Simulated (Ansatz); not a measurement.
Take W in the bcc (W type) structure (space group Im-3m, No. 229; a = 3.184 Å; relaxed with 0.1 eV smearing) as the base.

The values are results of PBE, PAW, 420 eV (Ansatz, an electronic-structure program; no spin-orbit coupling), not measurements.

Base values:

* **Pressure**: 0.0 GPa
* **Band gap**: zero

One thing is altered: every lattice vector is shortened by 3.46 %; the atoms relax in the strained cell.

### Question
Predict the new energy relative to the base.

### Answer
The energy increases by 184 meV/atom.

### Question
Estimate the effect on the pressure.

### Answer
The pressure goes from zero to 39.8 GPa.

### Question
How does this affect the band gap?

### Answer
The band gap is still zero.

Stability against distortions was not tested. The final runs are not spin-polarised.
